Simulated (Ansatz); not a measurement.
System: zinc-blende BeS. Method: PBE-D4 (PAW; Ansatz, an electronic-structure program).

Settings: plane-wave cutoff 520 eV, 12×12×12 k mesh, Fermi–Dirac smearing 0.01 eV, scalar-relativistic PAW data made under PBE.

Energies at three volumes about the minimum:

| V (Å³/atom) | E − E_lowest (meV/atom) |
|---|---|
| 13.781 | 1.82 |
| 14.062 | 0.00 |
| 14.344 | 1.67 |

### Question
Fit a parabola by hand: where is the minimum, what lattice constant follows, and what is the bulk modulus?

### Answer
Slopes: (0.00 − 1.82)/(14.062 − 13.781) = -6.477 and (1.67 − 0.00)/(14.344 − 14.062) = 5.922 meV/Å³. Curvature E″ = 2 × (5.922 − (-6.477))/(14.344 − 13.781) = 44.046 meV/Å⁶. From the middle of the first interval, the slope vanishes at V0 = 13.9215 − (-6.477)/44.046 = 14.069 Å³/atom. B = V0 E″ = 14.069 × 44.046 meV/Å³ × 0.1602 GPa per meV/Å³ = 99.3 GPa. With 8 atoms in the cube, a = (8 × 14.069)^(1/3) = 4.828 Å. The full Birch–Murnaghan fit to all volumes gives V0 = 14.064 Å³/atom and B0 = 99.2 GPa.

Measured, for comparison: bulk modulus 105 GPa (room temperature, no zero-point or thermal correction; as tabulated in Narayana, Nesamony, Ruoff, Phys. Rev. B 56, no. 22 (1997)); lattice constant a 4.87 Å (room temperature, no zero-point or thermal correction; as tabulated in Narayana, Nesamony, Ruoff (BeS at high pressure; core.ac.uk copy)). Computed (rounded) less measured: bulk modulus -6 %.
